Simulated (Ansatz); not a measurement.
An Ansatz (a program for electronic structure) input (PBEsol/PAW in Ansatz, spin-orbit coupling left out):

Ansatz 0.2 input:
```yaml
crystal:
  lattice:
    - [4.5314849101, 0, 0]
    - [0, 4.5314849101, 0]
    - [0, 0, 2.9581630258]
  atoms:
    - { symbol: Ti, position: [0, 0, 0] }
    - { symbol: Ti, position: [0.5, 0.5, 0.5] }
    - { symbol: O, position: [0.3044398087, 0.3044398087, 0] }
    - { symbol: O, position: [0.8044398087, 0.1955601913, 0.5] }
    - { symbol: O, position: [0.1955601913, 0.8044398087, 0.5] }
    - { symbol: O, position: [0.6955601913, 0.6955601913, 0] }
basis: { ecutwfc: 420, ecutrho_ratio: 4, xc_grid: 2, fft_grid_basis: typed }
kpoints: { mp_grid: { grid: [7, 7, 11] } }
hamiltonian:
  xc: pbesol
  dispersion: none
  pseudopotentials: { kind: paw }
scf: { occupations: { method: fermi_dirac, width: 0.05 } }
relax: { f_tol: 0.005, max_steps: 50, cell: { stress_tol: 0.01, fix: [a, b, gamma] } }
output: { forces: true, stress: true }
checkpoint: { write: state.ck, write_every: 1000 }
```

**Question.** Which symmetry and how many k-points will the program report, and about how many plane waves at Γ?

**Answer.** Space group P42/mnm (ITA 136) with 16 operations, k-points 60 of 539, and 1169 plane waves at Γ.

**Question.** And the final pressure?

**Answer.** 3.35 GPa (compression positive).

The cells carry an imposed strain or load. Whether these cells are dynamically stable was not tested. The final runs are not spin-polarised. The cell was made from TiO2 in the rutile structure (space group P4_2/mnm, No. 136) by this change: biaxial strain −1.30 %, plane normal [001], relaxed out of plane.
